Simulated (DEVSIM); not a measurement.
Structure: abrupt GaSb n-p junction, at 250 K.

Layer 1 from the left is GaSb, thickness (μm) 1.60, Nd (cm⁻³) 1.9e15, τn (s) 3e-9, τp (s) 9e-9. Layer 2 from the left is GaSb, thickness (μm) 0.300, Na (cm⁻³) 1.4e17, τn (s) 3e-9, τp (s) 3e-9.

Left contact: ohmic. Right contact: ohmic. Voltage is applied to the left contact. Recombination: SRH at mid-gap, Auger. Mobility is constant in doping.

The device is made up for the run: typed textbook-type constants, with dimensions and the other settings drawn at random. Values at 300 K; Nc and Nv go as T^1.5, mobilities as T to minus their exponent, the gap by Varshni's rule with the affinity fixed.

GaSb: gap (eV) 0.726, affinity (eV) 4.06, permittivity 15.7, Nc (cm⁻³) 2.1e17, Nv (cm⁻³) 1.8e19, μn (cm²/Vs) 5000, μp (cm²/Vs) 850, T exponent of μn 2, T exponent of μp 1.7, Cn (cm⁶/s) 5e-30, Cp (cm⁶/s) 5e-30, Varshni α (eV/K) 0.00042, Varshni β (K) 140.

Model (solved in DEVSIM): 1D drift-diffusion, Boltzmann statistics, complete ionisation; no tunnelling, impact ionisation, image-force lowering or self-heating.

Dark forward current:

```tsv
|V| (V)	|J| (A/cm²)
0.05	1.308e-5
0.10	5.976e-5
0.15	0.0002576
0.20	0.001305
0.25	0.008451
0.30	0.06725
0.35	0.5978
0.40	5.426
0.45	44.06
0.50	273.5
0.55	1209
0.60	3595
```

### Question
Work out the local ideality factor n = ΔV / (kT/q · ln(J2/J1)) between the rows 0.10 and 0.15 V, 0.35 and 0.40 V, 0.55 and 0.60 V.

### Answer
kT/q = 21.54 mV. From 0.10 to 0.15 V: ln(0.0002576/5.976e-5) = 1.461, n = 1.59. From 0.35 to 0.40 V: ln(5.426/0.5978) = 2.206, n = 1.05, near the 1 of diffusion or emission over a barrier. From 0.55 to 0.60 V: ln(3595/1209) = 1.090, n = 2.13.

### Question
Estimate the current at 0.35 V from the Shockley equation with J0 = Σ q ni² D/(N L) coth(W/L), τ joining the SRH, radiative and Auger lifetimes that are on, and W taken as the whole layer.

### Answer
ni² = 2.12e21 cm⁻⁶; holes in the n layer: μ = 1160 cm²/Vs, D = 25.0 cm²/s, τ = 9.00e-9 s, L = 4.74 μm, W/L = 0.34, term 2.90e-8 A/cm²; electrons in the p layer: μ = 7200 cm²/Vs, D = 155 cm²/s, τ = 3.00e-9 s, L = 6.82 μm, W/L = 0.044, term 1.26e-8 A/cm². J0 = 4.16e-8 A/cm², and J = J0 exp(qV/kT) = 0.474 A/cm². The simulation gives 0.598 A/cm²; the estimate lies 21 % below. The estimate leaves out recombination in the depletion region and that region's share of W.
